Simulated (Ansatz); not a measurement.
Consider Se in the diamond structure (space group Fd-3m, No. 227; a = 6.223 Å; a hypothetical phase, not in the database extracts checked; relaxed with 0.1 eV smearing). Axes: x, y, z lie along the cube axes.

Modification: uniaxial strain ε_yy = +2.63 %, all other strain components held at zero, atoms relaxed at fixed cell.

Levels (all Ansatz, a quantum-chemistry and plane-wave program, PAW): PBEsol (420 eV, without spin-orbit coupling); r2SCAN (500 eV, scalar-relativistic without spin-orbit coupling).

The geometry is relaxed with PBEsol.

PBEsol pressure: -1.1 GPa

With r2SCAN at the same geometry, the pressure increases by 1.3 GPa (-1.1 GPa → 0.2 GPa).

Single points use the geometry relaxed with PBEsol. Their cutoffs differ, which shifts pressures a little. No phonon test of stability was made.
